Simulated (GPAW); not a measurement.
A working GPAW input for Sc (P6_3/mmc, 2 atoms in the cell) (DFT PBE, plane waves, GPAW PAW datasets PBE (gpaw-data 1.0.1)):

```python
from ase import Atoms
from ase.units import GPa
from gpaw import GPAW, PW, FermiDirac

atoms = Atoms(['Sc', 'Sc'],
              cell=[[3.255675, 0.000000, 0.000000],
                    [-1.627837, 2.819497, 0.000000],
                    [0.000000, 0.000000, 5.274978]],
              scaled_positions=[[0.333333, 0.666667, 0.250000],
                                [0.666667, 0.333333, 0.750000]],
              pbc=True)

atoms.set_initial_magnetic_moments([1.0, 1.0])

calc = GPAW(spinpol=True,
            mode=PW(850),
            xc='PBE',
            kpts={'size': (8, 8, 4), 'gamma': True},
            occupations=FermiDirac(0.1),
            nbands=-8,
            convergence={'density': 1e-05, 'energy': 1e-05},
            symmetry={'symmorphic': False, 'tolerance': 0.0005},
            maxiter=150)

atoms.calc = calc

energy = atoms.get_potential_energy()
print('Energy (eV):', round(energy, 6))
forces = atoms.get_forces()
print('Forces (eV/Ang):')
print(forces.round(5))
stress = atoms.get_stress()
print('Stress (GPa, Voigt):', (stress / GPa).round(4))
```

The run converged in 36 iterations: free energy E − TS (from the program's reference atoms) -9.3931 eV; Fermi level (on the code's own zero) 5.80 eV; pressure 1.14 GPa; size of the cell's spin moment 0.00 μB. Each of these slips is then made, one at a time:

(1)
```diff
+            charge=1,
```

(2)
```diff
-              scaled_positions=[[0.333333, 0.666667, 0.250000],
-                                [0.666667, 0.333333, 0.750000]],
+              scaled_positions=[[0.333333, 0.666667, 0.250000]],
```

Question: Predict the outcome of each change.

Answer: 
(1) An unintended net charge. The run converged in 36 iterations without an error; against the sound input the pressure goes from 1.14 to -24.76 GPa.

(2) An atom count that does not match the list of atoms. The program stopped before any SCF iteration, with the message: ValueError: Array "positions" has wrong length: 1 != 2..

The starting cell comes from a database of computed structures (which also holds hypothetical and non-ambient phases and stackings), without a prior relaxation at this level. Its lattice was rescaled by a random factor within 2.5 % of one. The starting moments vanished: the run ended non-magnetic.

Left out of this page: 3 runs of the series outside the window shown, repeating another row's setting, or not comparable.
